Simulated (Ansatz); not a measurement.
## Lattice constant a of CdTe (model structure, started from the PtS type, P4₂/mmc, No. 131, 4 atoms in the cell) at several levels of theory

No measured value is used here.

| level (code) | value (Å) |
|---|---|
| PBE (Ansatz) | 4.392 |
| PBEsol (Ansatz) | 4.275 |
| PBE-D3(BJ) (Ansatz) | 4.269 |

Ansatz's density-functional and Hartree–Fock values are scalar-relativistic unless marked +SOC, with PAW data made under PBE.

A model structure was made by putting elements into a prototype or built by hand; it is no filed structure, need not be a known phase, and can be a saddle point held by its symmetry.

Ansatz is a first-principles code.
